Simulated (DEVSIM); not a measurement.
System: Si n-i-p diode, at 300 K.

| layer (left to right) | material | thickness (μm) | Nd (cm⁻³) | Na (cm⁻³) | τn (s) | τp (s) |
|---|---|---|---|---|---|---|
| 1 | Si | 0.280 | 1.4e19 | - | 0.00044 | 0.00044 |
| 2 | Si | 2.90 | - | 1.5e13 | 0.00044 | 0.00044 |
| 3 | Si | 3.60 | - | 7.2e17 | 0.00044 | 0.00044 |

Left contact: ohmic. Right contact: ohmic. Voltage is applied to the left contact. Recombination: SRH at mid-gap, radiative. Mobility is μmin + (μ − μmin)/(1 + (N/Nref)^α).

This is a model device: material constants are rounded textbook-type values typed into the input, and sizes, dopings and lifetimes were drawn at random. Values at 300 K.

```
parameter           Si
-------------  -------
gap (eV)         1.124
affinity (eV)     4.05
permittivity      11.7
Nc (cm⁻³)      2.86e19
Nv (cm⁻³)       3.1e19
μn (cm²/Vs)       1417
μp (cm²/Vs)        470
μn,min              52
μp,min              45
Nref,n          9.7e16
Nref,p          2.2e17
αn                0.68
αp                0.72
B (cm³/s)      4.7e-15
```

DEVSIM, 1D drift-diffusion, Boltzmann statistics, complete ionisation; no tunnelling, impact ionisation, image-force lowering or self-heating.

Question: Tabulate band edges, carrier densities and field at -0.9 V on the left contact.

Answer: Energies count from the Fermi level of the right contact; mesh points crowd at the junctions.

| x (μm) | Ec (eV) | Ev (eV) | n (cm⁻³) | p (cm⁻³) | field (V/cm) |
|---|---|---|---|---|---|
| 0.000 | 0.918 | -0.206 | 1.4e19 | < 1e2 | ≈ 0 |
| 0.03414 | 0.918 | -0.206 | 1.4e19 | 1.2e15 | ≈ 0 |
| 0.1082 | 0.918 | -0.206 | 1.4e19 | 3.8e15 | ≈ 0 |
| 0.2104 | 0.918 | -0.206 | 1.4e19 | 7.4e15 | ≈ 0 |
| 0.2732 | 0.918 | -0.206 | 1.4e19 | 9.7e15 | 780 |
| 0.3020 | 1.012 | -0.112 | 3.8e17 | 3.6e17 | 1300 |
| 0.3724 | 1.012 | -0.112 | 3.7e17 | 3.7e17 | ≈ 0 |
| 0.6609 | 1.012 | -0.112 | 3.7e17 | 3.7e17 | ≈ 0 |
| 1.276 | 1.012 | -0.112 | 3.7e17 | 3.7e17 | ≈ 0 |
| 2.329 | 1.011 | -0.113 | 3.7e17 | 3.7e17 | ≈ 0 |
| 2.857 | 1.011 | -0.113 | 3.6e17 | 3.6e17 | ≈ 0 |
| 3.100 | 1.011 | -0.113 | 3.6e17 | 3.6e17 | ≈ 0 |
| 3.163 | 1.011 | -0.113 | 3.6e17 | 3.7e17 | 740 |
| 3.191 | 1.032 | -0.092 | 1.6e17 | 8.4e17 | 2000 |
| 3.277 | 1.033 | -0.091 | 1.5e17 | 8.7e17 | -15 |
| 3.463 | 1.033 | -0.091 | 1.4e17 | 8.6e17 | -16 |
| 3.932 | 1.032 | -0.092 | 1.2e17 | 8.4e17 | -16 |
| 5.052 | 1.030 | -0.094 | 7.6e16 | 8.0e17 | -18 |
| 6.281 | 1.028 | -0.096 | 2.3e16 | 7.4e17 | -20 |
| 6.597 | 1.027 | -0.097 | 8.6e15 | 7.3e17 | -21 |
| 6.722 | 1.027 | -0.097 | 2.7e15 | 7.2e17 | -22 |
| 6.780 | 1.027 | -0.097 | 160 | 7.2e17 | -22 |
